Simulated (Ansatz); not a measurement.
Base system: GaN in the zinc blende structure (space group F-43m, No. 216; a = 4.5485 Å).

Computed with Kohn–Sham DFT with the PBE functional, run in Ansatz (a program for electronic structure) with PAW and 420 eV plane waves, without spin-orbit coupling.

For the base:

Electron mass: 0.14 mₑ (at Γ)

The change: the cell is scaled by 0.9900 in all directions; the atoms relax in the strained cell.

Predict the new electron mass, energy relative to the base and mean gap deformation potential ΔEg/Δln V.

The electron mass goes from 0.14 mₑ (at Γ) to 0.16 mₑ (at Γ); the energy grows by 5.9 meV/atom; the mean gap deformation potential ΔEg/Δln V amounts to -6.4 eV.

Effective masses come from finite differences of ±0.01 Å⁻¹. Stability against distortions was not tested. This is not the structure that GaN has at room temperature and ambient pressure.
